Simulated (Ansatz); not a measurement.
Consider Cs₂AgBiF₆ (space group Fm-3m, No. 225; a = 9.541 Å; a cell from a computed database, its experimental status unchecked). Axes: x, y, z lie along the cube axes.

Computed with PBE/PAW in Ansatz (a first-principles code), scalar-relativistic without spin-orbit coupling.

A first run, uniaxial strain ε_zz = −1.82 %, gives secant values C11 ≈ 55 GPa and C12 ≈ 28 GPa from its stress. A second run applies biaxial strain −1.58 %, plane normal [001], relaxed out of plane.

What does linear elasticity predict for −ε⊥/ε∥ in the second run, and what does the run give?

Linear elasticity: 2 C12/C11 = 1.02. The run gives 1.28; any difference comes from nonlinear terms at these strains and numerical noise.

Stability against distortions was not tested.
